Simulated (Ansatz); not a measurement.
## TiO2: band gap against strain

TiO2 (rutile, P4_2/mnm, 10.651 Å³/atom at rest, c along z) under an equal strain ε along all three axes. PBE in Ansatz, a plane-wave DFT program (PAW, default set), 420 eV, 7×7×11 Γ-centred mesh, Fermi-Dirac smearing 0.05 eV; ions are relaxed within the symmetry of each cell. Gaps are the smallest over the k-mesh and a band path, without spin-orbit coupling; in all rows the valence edge lies at Γ and the conduction edge at Γ.

Here s stands for strain and Eg for gap.

| strain (%) | gap (eV) |
|---|---|
| -3.00 | ? |
| -1.80 | 1.913 |
| -1.20 | 1.893 |
| -0.60 | 1.876 |
| 0.00 | 1.860 |

Taking a straight line for Eg over the 4 complete rows: Means: s -0.90000, Eg 1.8855. About the means, the sum of products is -0.052800 and the sum of squares of s is 1.8000; the slope is their ratio. Least squares gives Eg = 1.8591 - 0.02933·s. Residuals (row less fit): 0.0011, -0.0013, -0.0007, 0.0009; standard error 0.0014 (degrees of freedom: 2). Over these rows the gap moves by -2.9 ± 0.1 eV per unit strain, or -0.98 eV per unit of ln V.

**Question.** Predict the withheld Eg at s = -3.00 from the fit, and compare with the calculation.

**Answer.** Eg = 1.8591 - 0.02933 × (-3.0) = 1.9471 eV. The calculation gives 1.957 eV, 0.0099 eV above the prediction (10.2 % of the range of Eg in the table). The row lies outside the fitted rows, so this is an extrapolation. From the scatter of the fitted rows alone, a prediction at this place has a standard error of 0.0028 eV, so the miss is 3.5 times that.

One order more, fitted to all 6 runs of the series, follows each within 0.001, so the miss is the next term of a smooth law. The primitive cell can neither tilt nor turn polar against its symmetry, as such crystals can under strain. Other structures, which can take over under pressure, weren't tried. Rows are the converged runs of the series near zero and its far end; series whose fitted rows scatter by over a few per cent of the range, as at a crossing or softening among them, aren't shown in this form. Most that stay on the fit to the last digits aren't either.
